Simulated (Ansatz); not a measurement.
Levels about the gap of amorphous Ti₂₀O₄₂Hf (63 atoms in a cell of 775 Å³, 3.88 g/cm³; zone centre alone, so wide bands show as single levels with stretches between that a denser mesh fills), at the geometry that PBE relaxed, where it gives 1.9 GPa on a denser mesh. The participation number counts the atoms over which a state spreads; weights are charges in smoothed Voronoi cells. The levels come from a single point, so bond lengths are those of that geometry. Method of the levels: PBE, scalar-relativistic without spin-orbit coupling (Ansatz, an electronic-structure program). Sampling: the zone centre alone; Fermi-Dirac width 0.02 eV; no spin polarisation.

It comes from a melt-quench run on a machine-learned potential (CHGNet), relaxed afterwards by DFT. O atoms were pushed apart under 1.9 Å during the dynamics, to hinder bonds among them. The hot cell started wider than the set density and was brought back towards it in steps. It is the lowest in DFT energy of 2 quenches. It is a model cell: composition and starting density were chosen by hand, and all elements were melted together. No dispersion term was used. Its density started from a set value of 3.88 and ended at 3.88 g/cm³. Cooling (nominally 240 K/ps over its main leg) ran many orders faster than in experiment, which tends to leave more defects and strain. Values belong to this one cell and scatter from quench to quench. The volume was held where the preparation left it and the shape relaxed, at a PBE pressure of 1.9 GPa. Stress components on the final sampling reach 2.0 GPa.

```tsv
E - E(highest filled), eV	filling	participation number	largest on	weight O	weight Ti	weight Hf
-0.25	filled	23.5	O, 3 neighbours	0.93	0.06	0.00
-0.19	filled	23.9	O, 3 neighbours	0.93	0.07	0.00
-0.16	filled	21.1	O, 3 neighbours	0.92	0.07	0.00
-0.15	filled	22.8	O, 3 neighbours	0.95	0.05	0.00
-0.09	filled	20.1	O, 3 neighbours	0.94	0.06	0.00
-0.05	filled	20.0	O, 3 neighbours	0.94	0.06	0.00
0.00	filled	18.0	O, 3 neighbours	0.94	0.05	0.00
2.84	empty	11.8	Ti, 6 neighbours	0.20	0.80	0.00
2.93	empty	16.4	Ti, 6 neighbours	0.18	0.81	0.00
3.01	empty	15.4	Ti, 6 neighbours	0.19	0.81	0.00
3.07	empty	21.8	Ti, 6 neighbours	0.19	0.81	0.00
3.10	empty	14.5	Ti, 6 neighbours	0.18	0.82	0.00
3.10	empty	11.9	Ti, 4 neighbours	0.18	0.82	0.00
3.18	empty	20.8	Ti, 6 neighbours	0.20	0.80	0.00
```

Most localised among these is the empty level at +2.84 eV, on a Ti atom, which has 6 neighbours (O 1.81 Å, O 1.90 Å, O 2.01 Å, O 2.04 Å, O 2.05 Å, O 2.17 Å).
